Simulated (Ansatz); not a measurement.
Start from Al in the fcc (Cu type) structure (space group Fm-3m, No. 225).

```yaml
crystal:
  lattice:
    - [0.00000, 2.00699, 2.00699]
    - [2.00699, 0.00000, 2.00699]
    - [2.00699, 2.00699, 0.00000]
  atoms:
    - { symbol: Al, position: [0.00000, 0.00000, 0.00000] }
```

All numbers come from plane-wave PAW DFT at the PBEsol level (Ansatz, an electronic-structure program, 420 eV), no SOC, earlier PAW set.

Before the change:

- Lattice parameter a: 7.585 bohr

It is then changed as follows: full substitution Al → Ti; the structure is relaxed again.

Question: Estimate the effect on the lattice parameter a.

Answer: The lattice parameter a rises by 0.079 bohr (7.585 bohr → 7.664 bohr).

No phonon test of stability was made. The final runs are not spin-polarised. This is not the structure that Ti has at room temperature and ambient pressure.
